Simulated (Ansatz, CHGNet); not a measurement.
**Ladder of methods for the enthalpy of formation of CsCl-type CuZn**

Reference value: -0.124 eV/atom (measured, temperature not stated, not corrected to a static lattice; as tabulated in Nepal et al. (2020), arXiv:2007.11150).

```csv
level (code),value (eV/atom),difference (eV/atom)
CHGNet-r²SCAN,-0.072,+0.052
LDA (Ansatz),-0.106,+0.018
PBE (Ansatz),-0.091,+0.033
rVV10 (Ansatz),-0.083,+0.041
r²SCAN (Ansatz),-0.108,+0.016
PBE0 (Ansatz),-0.118,+0.006
Hartree–Fock (Ansatz),-0.051,+0.073
```

Once the reference is moved by up to 0.050 eV/atom (a margin picked here for doubts on the reference and the settings, and for temperature and zero-point motion) and values within 0.010 eV/atom count as equal, the nearest can be PBE0 (+0.006 eV/atom), r²SCAN (+0.016 eV/atom), LDA (+0.018 eV/atom), PBE (+0.033 eV/atom), rVV10 (+0.041 eV/atom) or CHGNet-r²SCAN (+0.052 eV/atom).

The reference isn't brought to a static lattice, while the calculations are for one, so the differences are not the levels' errors alone.  PBE0, Hartree–Fock: the run has no spin polarisation, so it can have missed a magnetic state. Hartree–Fock: the cell is over a tenth larger than the published one (another phase or state, or a fault of the published cell, is possible). Hartree–Fock: an element that serves as reference has a cell well above its measured volume. Each level is taken at its own relaxed cell. Ansatz's density-functional and Hartree–Fock values are scalar-relativistic unless marked +SOC, with PAW data made under PBE.

Machine-learned potentials (CHGNet-r²SCAN) are trained on DFT data: a solid inside that data is no test of them.

Differences are worked out from the printed values.

Ansatz is a program for electronic structure.
